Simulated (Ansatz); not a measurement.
# What pressure 0.7 GPa does to ZrO2

The parent structure is ZrO2 (space group Pca2_1, No. 29; a = 5.257 Å, b = 5.050 Å, c = 5.070 Å).

One thing is altered: a hydrostatic pressure of 0.7 GPa.

Level of theory: plane-wave PAW DFT at the PBEsol level (Ansatz, a first-principles code, 420 eV), scalar-relativistic without spin-orbit coupling. Γ-centred 5×5×5 mesh, Fermi–Dirac width 0.05 eV.

* **Volume per atom**: 11.18 Å³ (base 11.22 Å³)
* **Shortest interatomic distance**: 2.033 Å (base 2.035 Å)
* **Enthalpy H = E + PV relative to the base's energy**: +0.05 eV/atom
* **Band gap**: 3.87 eV (base 3.86 eV)
* **Gap character**: indirect, Γ → Y (base indirect, Γ → Y)
* **Smallest direct gap**: 3.97 eV (base 3.97 eV)
* **Width of the top valence band**: 0.83 eV (base 0.83 eV)
* **Valence-band top at Γ (three highest levels, from the VBM)**: 0.00, -0.11, -0.25 eV (base 0.00, -0.11, -0.25 eV)

Final structure:

```xyz
12
Lattice="5.2508 0.0000 0.0000 0.0000 5.0450 0.0000 0.0000 0.0000 5.0641" Properties=species:S:1:pos:R:3 pbc="T T T"
Zr     0.1650     1.3490     1.2504
Zr     5.0858     3.6961     3.7825
Zr     2.7904     3.6961     1.2504
Zr     2.4604     1.3490     3.7825
O      1.9309     0.3572     0.5542
O      3.3199     4.6878     3.0863
O      4.5563     4.6878     0.5542
O      0.6945     0.3572     3.0863
O      1.2220     2.7178     5.0623
O      4.0288     2.3272     2.5302
O      3.8474     2.3272     5.0623
O      1.4034     2.7178     2.5302
```

Cost of the whole job for the changed cell (relaxation, final SCF and bands): about 3 core-minutes (a rough figure).

Load acts through the strain it causes; cell and atoms are relaxed under it. Stability against distortions was not tested. This is not the structure that ZrO2 has at room temperature and ambient pressure.
